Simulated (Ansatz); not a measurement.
Start from ZnS in the wurtzite structure (space group P6_3mc, No. 186; a = 3.806 Å, c = 6.245 Å). Axes: x lies along a and z along c of the hexagonal cell.

Level of theory: r2SCAN/PAW in Ansatz (a program for electronic structure), no SOC.

Modification: the cell is compressed by 1.08 % along z with no lateral relaxation, atoms relaxed at fixed cell.

Predict the stress tensor and what it implies for the stiffness.

Stress of the strained cell less that of the base (GPa, compression positive):
```
   0.50    0.00    0.00
   0.00    0.50    0.00
   0.00    0.00    1.68
```

Then −Δσ_ii/ε with ε = -0.0108 gives relaxed-ion elastic constants: C33 ≈ 156 GPa, C13 ≈ 46 GPa and C23 ≈ 46 GPa.

No phonon test of stability was made.
